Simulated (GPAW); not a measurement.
## Pressure against volume in zinc-blende CdSe (space group 216) (GPAW, LDA)

```yaml
crystal:
  lattice:
    - [0.00000, 2.90735, 2.90735]
    - [2.90735, 0.00000, 2.90735]
    - [2.90735, 2.90735, 0.00000]
  atoms:
    - { symbol: Cd, position: [0.00000, 0.00000, 0.00000] }
    - { symbol: Se, position: [0.75000, 0.75000, 0.75000] }
```

Level of theory: LDA (Perdew-Wang 92), GPAW PAW datasets LDA (gpaw-data 1.0.1) (plane waves; GPAW). Settings: mode = pw; ecut = 585 eV; xc = LDA; kpts = 10 10 10; mesh shift (steps) = 0 0 0; occupations.name = fermi-dirac; occupations.width = 0.01 eV; nbands = -4; convergence.density = 1e-05 e/electron; convergence.bands = -2; symmetry.symmorphic = false; symmetry.tolerance = 0.0005; maxiter = 100. The cell above is the first row's. The rows scale it uniformly. In all rows fractional positions and the k mesh are held.

```csv
V (Å^3/atom),P (GPa)
24.575,6.91
25.109,5.07
25.643,3.43
26.178,1.97
26.712,0.67
27.246,-0.50
27.780,-1.54
28.315,-2.48
28.849,?
```

The 8 complete rows are fitted with a cubic, P against V. With u = V - 26.4, the rows have u = -1.8250, -1.2910, -0.7570, -0.2220, 0.3120, 0.8460, 1.3800, 1.9150. Least squares gives P = 1.409 - 2.4608·u + 0.2646·u² - 0.02105·u³. Residuals (row less fit): 0.001, -0.002, -0.003, 0.001, 0.004, -0.004, -0.002, 0.001; standard error 0.003 (degrees of freedom: 4). The fitted pressure is zero at V0 = 27.01, where dP/dV = -2.161, so B0 = -V0·dP/dV = 58.4 GPa.

### Question
Predict the withheld P at V = 28.849 from the fit, and compare with the calculation.

### Answer
u = 2.4490, so P = 1.409 - 2.4608 × 2.4490 + 0.2646 × 2.4490² - 0.02105 × 2.4490³ = -3.340 GPa. The calculation gives -3.31 GPa, 0.030 GPa above the prediction (0.3 % of the range of P in the table). The row lies outside the fitted rows, so this is an extrapolation. From the scatter of the fitted rows alone, a prediction at this place has a standard error of 0.009 GPa, so the miss is 3.3 times that.

Carrying the step between the two nearest rows on in a straight line would have given -3.42, off by 0.11; series whose last step already gives the withheld value aren't shown. The scan was laid around a cell of about the measured size, scaled by a guess for this functional. This is one of two polymorphs. The runs keep the symmetry of the cell, so they don't test it for distortions. Cutoffs and mesh are single choices, not tested for convergence of this quantity. Series with a scatter that would blur these digits, or in which a gap closes, are not shown.

Terms beyond the fitted order, or numerical noise in single rows, can give a miss of this size; the table doesn't tell which.
